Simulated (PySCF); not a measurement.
PySCF 2.14.0, PBE0/def2-svp, df: Be(F)(Br) ([F][Be][Br]), 3 atoms. The geometry is a generated start, not checked to be a minimum at this level.

- task = energy
- method = pbe0
- basis = def2-svp
- two-electron scheme = density fitting
- mol.max_memory = 3000 MB
- mf.max_cycle = 100
- mf.DIIS = CDIIS (default)
- mf.conv_tol = 1e-09 (default)
- mf.grids.level = 3 (default)
- basis functions = 55
- grid points = 48408

```xyz
3

Be    -0.0396     0.1330    -0.1282
F     -0.3364     1.1003    -1.0569
Br     0.3760    -1.2332     1.1852
```

With the defaults (mf.diis = true, mf.init_guess = minao, mf.damp = 0, mf.diis_start_cycle = 1, mf.level_shift = 0, newton = off, mf.diis_space = 8) it converges in 10 Fock builds. One run each on 2 threads, 1 BLAS thread, with these changes:
- mf.init_guess = mod_huckel
- mf.diis_space = 5
- mf.diis = false
- mf.init_guess = atom
- mf.level_shift = 0.3 Hartree
- newton = Hessian by the SCF's own integrals
- mf.damp = 0.7, mf.diis_start_cycle = 8
- mf.init_guess = huckel
- mf.diis = false, mf.damp = 0.7, mf.diis_start_cycle = 999

Problem. Which runs fail or end elsewhere than the default run?

Solution. No convergence: mf.diis = false (the run ends without SCF convergence in 100 cycles). The rest reach the solution of the defaults.

```tsv
setting	Fock builds	end
the defaults	10	same solution
mf.diis_space = 5	10	same solution
mf.init_guess = atom	11	same solution
mf.init_guess = huckel	11	same solution
mf.init_guess = mod_huckel	11	same solution
mf.damp = 0.7, mf.diis_start_cycle = 8	15	same solution
mf.level_shift = 0.3 Hartree	15	same solution
mf.diis = false, mf.damp = 0.7, mf.diis_start_cycle = 999	27	same solution
newton = Hessian by the SCF's own integrals	31	same solution
mf.diis = false	101	no convergence
```

Under newton the count holds the products with the orbital Hessian.
